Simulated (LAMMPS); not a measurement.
LAMMPS 22 Jul 2025, classical MD, Stillinger-Weber (GaN.sw): GaN, 10648 atoms.

```json
{
  "task": "MD, nve",
  "potential": "Stillinger-Weber, GaN.sw",
  "copies_of_the_repeat_unit": "11×11×11",
  "shape (slab and sphere leave vacuum in the box)": "bulk",
  "steps": "2000",
  "timestep": "1 fs",
  "thermo": "50",
  "newton": "on (default)",
  "atom_modify sort (bins of 2 Å where set)": "1000 (default)",
  "comm_style": "brick (default)",
  "box": "35.1 × 60.8 × 57.0 Å",
  "start": "generated wurtzite lattice, warmed in an untimed run"
}
```

All runs start from one configuration, warmed at this fixed volume for 1000 steps under a thermostat at 100 K. The run at a skin of 2 Å has a mean temperature of 99.0 K and a mean pressure of 1.4 GPa.

Each setting ran once; only counts and results are compared.

With neigh_modify every 1 delay 0 check yes, skins of 0.1, 0.3, 0.5, 1, 1.5, 2, 3 Å were run. Further schedules:
- skin 0.3 Å, every 100 delay 0 check no
- skin 1 Å, every 10 delay 0 check yes
- skin 1 Å, every 100 delay 0 check no
- skin 2 Å, every 20 delay 0 check no
- skin 2 Å, every 10 delay 0 check yes
- skin 1 Å, every 1 delay 10 check yes
- skin 2 Å, every 1 delay 10 check yes

A schedule rebuilds too seldom if it shows a dangerous build, rebuilds less often than the check at every step does at that skin, or fails.

Task: How often does the distance check rebuild the lists at each skin, and which schedules rebuild too seldom?

Result: With the check at every step the rebuilds are 397 at 0.1 Å, 92 at 0.3 Å, 0 at 0.5 Å, 0 at 1 Å, 0 at 1.5 Å, 0 at 2 Å, 0 at 3 Å. Too seldom: skin 0.3 Å, every 100 delay 0 check no.

| setting | rebuilds | dangerous builds | list entries an atom | change of the total energy (meV/atom) |
|---|---|---|---|---|
| skin 0.1 Å, every 1 delay 0 check yes | 397 | — | 17.0 | under 0.001 |
| skin 0.3 Å, every 1 delay 0 check yes | 92 | — | 17.1 | under 0.001 |
| skin 0.5 Å, every 1 delay 0 check yes | 0 | — | 26.0 | under 0.001 |
| skin 1 Å, every 1 delay 0 check yes | 0 | — | 26.0 | under 0.001 |
| skin 1.5 Å, every 1 delay 0 check yes | 0 | — | 38.7 | under 0.001 |
| skin 2 Å, every 1 delay 0 check yes | 0 | — | 49.0 | under 0.001 |
| skin 3 Å, every 1 delay 0 check yes | 0 | — | 93.7 | under 0.001 |
| skin 0.3 Å, every 100 delay 0 check no | 20 | not counted | 17.1 | under 0.001 |
| skin 1 Å, every 10 delay 0 check yes | 0 | 0 | 26.0 | under 0.001 |
| skin 1 Å, every 100 delay 0 check no | 20 | not counted | 26.0 | under 0.001 |
| skin 2 Å, every 20 delay 0 check no | 100 | not counted | 49.0 | under 0.001 |
| skin 2 Å, every 10 delay 0 check yes | 0 | 0 | 49.0 | under 0.001 |
| skin 1 Å, every 1 delay 10 check yes | 0 | 0 | 26.0 | under 0.001 |
| skin 2 Å, every 1 delay 10 check yes | 0 | 0 | 49.0 | under 0.001 |

Where the energy changes as in the checked runs, the late rebuilds cost nothing that shows in this run. List entries are as LAMMPS prints them (Ave neighs/atom).
